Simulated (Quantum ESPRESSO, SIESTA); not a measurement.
A SIESTA input for a self-consistent single point of LaNi2 (Fd-3m, 6 atoms in the cell) (DFT, GGA PBEsol, numerical atomic orbitals TZP, PseudoDojo PBEsol standard norm-conserving potentials (rewritten from UPF to PSML)):

```
# files in the folder: La.psml Ni.psml (PseudoDojo PBEsol standard)
SystemName  LaNi2
SystemLabel LaNi2

NumberOfAtoms                6
NumberOfSpecies              2
%block ChemicalSpeciesLabel
  1 57 La
  2 28 Ni
%endblock ChemicalSpeciesLabel
LatticeConstant              1.0 Bohr
%block LatticeVectors
     0.000000000    6.903443544    6.903443544
     6.903443544    0.000000000    6.903443544
     6.903443544    6.903443544    0.000000000
%endblock LatticeVectors
AtomicCoordinatesFormat      Ang
%block AtomicCoordinatesAndAtomicSpecies
     5.479717500    5.479717500    5.479717500  1
     3.653145000    3.653145000    3.653145000  1
     2.739858750    2.739858750    0.913286250  2
     2.739858750    0.913286250    2.739858750  2
     0.913286250    0.913286250    0.913286250  2
     0.913286250    2.739858750    2.739858750  2
%endblock AtomicCoordinatesAndAtomicSpecies

XC.functional                GGA
XC.authors                   PBEsol
PAO.BasisSize                TZP
PAO.EnergyShift              0.005 Ry
MeshCutoff                   350 Ry
%block kgrid.MonkhorstPack
    8   0   0  0.0
    0   8   0  0.0
    0   0   8  0.0
%endblock kgrid.MonkhorstPack
OccupationFunction           MP
OccupationMPOrder            0
ElectronicTemperature        272.0 meV

MaxSCFIterations             150
SCF.Mixer.Method             Pulay
SCF.Mixer.Weight             0.1
SCF.Mixer.History            8
SCF.DM.Tolerance             1.0E-05
Diag.ParallelOverK           true
WriteForces                  true
```

Q: Give the Quantum ESPRESSO input for the same structure, mesh, smearing and functional.

A: One input that does it (others would too):

```fortran
&control
 calculation = 'scf',
 prefix = 'pwscf',
 outdir = './work',
 pseudo_dir = './',
 tprnfor = .true.,
 tstress = .true.,
/
&system
 ibrav = 0,
 nat = 6,
 ntyp = 2,
 ecutwfc = 50,
 ecutrho = 400,
 occupations = 'smearing',
 smearing = 'gauss',
 degauss = 0.019992,
/
&electrons
 conv_thr = 1.0e-11,
/
ATOMIC_SPECIES
La   138.9055  la_pbesol_v1.uspp.F.UPF
Ni    58.6934  ni_pbesol_v1.4.uspp.F.UPF
ATOMIC_POSITIONS bohr
La   10.355165315   10.355165315   10.355165315
La    6.903443543    6.903443543    6.903443543
Ni    5.177582658    5.177582658    1.725860886
Ni    5.177582658    1.725860886    5.177582658
Ni    1.725860886    1.725860886    1.725860886
Ni    1.725860886    5.177582658    5.177582658
K_POINTS automatic
8 8 8  0 0 0
CELL_PARAMETERS angstrom
   0.000000000     3.653145000     3.653145000
   3.653145000     0.000000000     3.653145000
   3.653145000     3.653145000     0.000000000
```

Basis, cutoffs, solver keys and any potentials are the target program's own. This input uses DFT, PBEsol, plane waves, GBRV 1.5 ultrasoft (PBESOL) pseudopotentials. Both were run: pressure 1.47 GPa in SIESTA and -2.97 in Quantum ESPRESSO.

On SIESTA: the starting cell comes from a database of computed structures (which also holds hypothetical and non-ambient phases and stackings), without a prior relaxation at this level. Spin polarisation is off. Values carry the incompleteness of an atom-centred basis.

On Quantum ESPRESSO: the starting cell comes from a database of computed structures (which also holds hypothetical and non-ambient phases and stackings), without a prior relaxation at this level. Spin polarisation is off.
